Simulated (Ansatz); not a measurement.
We consider ScIr3 (model structure, started from the D019 type, P6₃/mmc, No. 194, 8 atoms in the cell), described by r²SCAN (plane waves, PAW; Ansatz, an electronic-structure program).

Run with plane-wave cutoff 560 eV, 12×12×12 k mesh, Fermi–Dirac smearing 0.05 eV, no spin polarisation, scalar-relativistic PAW data made under PBE.

Cell (relaxed at this level):

Space group P6₃/mmc (No. 194); a = b = 5.580 Å, c = 4.491 Å, α = β = 90.00°, γ = 120.00°

```
atom  site  symmetry       x       y       z
----  ----  --------  ------  ------  ------
Ir      6h       mm2  0.3284  0.1642  0.2500
Sc      2c      -6m2  0.3333  0.6667  0.2500
```

Problem. What does this level give for the bulk modulus B0?

Solution. 
* **bulk modulus B0**: 256 GPa

Note: the run has no spin polarisation, so it can have missed a magnetic state; the bulk modulus is −V dP/dV from two relaxed cells at ±2 % in volume; the relaxation could raise the start's symmetry but not lower it, so the cell can be a saddle point.

Spin–orbit coupling is not included.

The computed numbers hold no vibrational or temperature effects.

Computing time: roughly 17 core-minutes.

A model structure was made by putting elements into a prototype or built by hand; it is no filed structure, need not be a known phase, and can be a saddle point held by its symmetry.
